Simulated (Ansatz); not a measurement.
## Short convergence ladders for a (001) slab of Ga (cut from a parent of space group no. 64; 8 atoms in the cell)

```
Ga
1.0
    4.42484     0.00000     0.00000
   -6.56411     3.87334     0.00000
    0.00000     0.00000    22.28449
Ga
8
Direct
  0.00000   0.84510   0.48362
  0.00000   0.65490   0.38249
  0.00000   0.34510   0.41525
  0.00000   0.15490   0.31412
  0.00000   0.84510   0.68588
  0.00000   0.65490   0.58475
  0.00000   0.34510   0.61751
  0.00000   0.15490   0.51638
```

Base method: PBEsol, default PAW files made with PBE (plane waves; Ansatz, an electronic-structure program).

Base settings: basis.ecutwfc = 30.9 Ry; kpoints.mp_grid.grid = 7 7 1; hamiltonian.xc = pbesol; hamiltonian.pseudopotentials = {kind: paw} (the program's default PAW files); scf.occupations.method = gaussian; scf.occupations.width = 0.0073 Ry.

The count of work is k-points × plane waves × bands × iterations; it is no time. Core times come from one kind of shared machine, to one figure; runs under 30 s give none.

**The plane-wave cutoff**

The mesh stays at the base's, so the ladder's end is converged at best in this setting alone.

Only quantities that move along the ladder and can be compared are tabulated.

| basis.ecutwfc | free energy less the last step's (meV/atom) | largest difference of a force vector from the last step's (eV/Å) | count of work / last |
|---|---|---|---|
| 15.4 Ry | 5930.09 | 0.123 | 0.14 |
| 18.4 Ry | 1256.02 | 0.096 | 0.18 |
| 21.7 Ry | 148.03 | 0.035 | 0.21 |
| 26.1 Ry | 4.94 | 0.003 | 0.27 |
| 30.9 Ry | 1.25 | 0.000 | 0.36 |
| 37.1 Ry | 0.26 | 0.000 | 0.46 |
| 46.3 Ry | 0.12 | 0.000 | 0.65 |
| 61.7 Ry | 0.00 | 0.000 | 1.0 |

Coarsest basis.ecutwfc that holds the forces within 0.02 eV/Å of the last step, with all finer ones: 26.1 Ry, at 0.27 of the last step's count of work; the step before is off by 0.035 eV/Å.

Coarsest basis.ecutwfc that holds the free energy within 1 meV/atom of the last step, with all finer ones: 37.1 Ry; the step before is off by 1.2 meV/atom.

**The depth of the relaxed slab**

On a (001) slab of Ga (cut from a parent of space group no. 64; 4 atoms in the cell), and deeper slabs.

In this ladder: relax = atoms; relax.f_tol = 0.02 eV/Å.

Surface energy = (E_slab − N e_bulk)/2A, with e_bulk from the bulk crystal on its finest mesh (648 k-points); errors per atom of slab and bulk, whose meshes differ, grow with N.

The mesh stays at the base's, so the ladder's end is converged at best in this setting alone.

Only quantities that move along the ladder and can be compared are tabulated.

```csv
atoms,surface energy (J/m²),relaxation steps,core time / last (rough)
4,0.725,10,0.07
12,0.789,23,0.8
16,0.787,12,0.6
20,0.772,12,1
```

Smallest size that holds the surface energy within 0.02 J/m²: not settled: the last two steps still differ by 0.016 J/m², over half the tolerance, so the ladder does not show it.

On the base run: the starting cell has typed, rounded lattice constants, without a prior relaxation at this level. The slab is cut from that crystal, and its faces are unrelaxed. Its lattice was rescaled by up to half a per cent.

Keys are those of Ansatz 0.2.
